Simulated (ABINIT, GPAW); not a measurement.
An ABINIT input for a self-consistent single point of TiAu (Pmma, 4 atoms in the cell) (DFT, PBEsol, plane waves, PAW (JTH v2.0 PBE PAW, files made for PBE)):

```
# TiAu, JTH v2.0 PBE PAW
pp_dirpath "./"
pseudos "Ti.GGA_PBE-JTH.xml, Au.GGA_PBE-JTH.xml"
acell 8.5825502430 5.4957052951 9.2007835933
rprim
         1.0000000000    0.0000000000    0.0000000000
         0.0000000000    1.0000000000    0.0000000000
         0.0000000000    0.0000000000    1.0000000000
natom 4
ntypat 2
znucl 22 79
typat 1 1 2 2
xred
         0.2500000000    0.0000000000    0.8201900000
         0.7500000000    0.0000000000    0.1798100000
         0.2500000000    0.5000000000    0.3241100000
         0.7500000000    0.5000000000    0.6758900000
ecut 816 eV
pawecutdg 1633 eV
pawxcdev 0
ixc -116133
nsppol 2
spinat
      0 0 1
      0 0 1
      0 0 0
      0 0 0
occopt 3
tsmear 0.05 eV
nband 31
kptopt 1
ngkpt 5 7 4
nshiftk 1
shiftk 0 0 0
nstep 100
tolvrs 1.0e-12
prtwf 0
prtden 0
enunit 1
```

Q: Translate this input to GPAW.

A: One input that does it (others would too):

```python
from ase import Atoms
from ase.units import GPa
from gpaw import GPAW

atoms = Atoms(['Ti', 'Ti', 'Au', 'Au'],
              cell=[[4.541690, 0.000000, 0.000000],
                    [0.000000, 2.908202, 0.000000],
                    [0.000000, 0.000000, 4.868845]],
              scaled_positions=[[0.250000, 0.000000, 0.820190],
                                [0.750000, 0.000000, 0.179810],
                                [0.250000, 0.500000, 0.324110],
                                [0.750000, 0.500000, 0.675890]],
              pbc=True)

atoms.set_initial_magnetic_moments([1.0, 1.0, 0.0, 0.0])

calc = GPAW(spinpol=True,
            mode={'name': 'pw', 'ecut': 800},
            xc='PBEsol',
            kpts={'size': (5, 7, 4), 'gamma': True},
            occupations={'name': 'fermi-dirac', 'width': 0.05},
            nbands=-8,
            convergence={'density': 1e-05},
            symmetry={'symmorphic': False, 'tolerance': 0.0005},
            maxiter=150,
            txt='-')

atoms.calc = calc

energy = atoms.get_potential_energy()
print('Energy (eV):', round(energy, 6))
forces = atoms.get_forces()
print('Forces (eV/Ang):')
print(forces.round(5))
stress = atoms.get_stress()
print('Stress (GPa, Voigt):', (stress / GPa).round(4))
```

Basis, cutoffs, solver keys and any potentials are the target program's own. This input uses DFT PBEsol, plane waves, GPAW PAW datasets PBEsol (made by gpaw-setup).

The starting cell comes from a database of computed structures (which also holds hypothetical and non-ambient phases and stackings), without a prior relaxation at this level. Its lattice was rescaled by a random factor within 2.5 % of one.
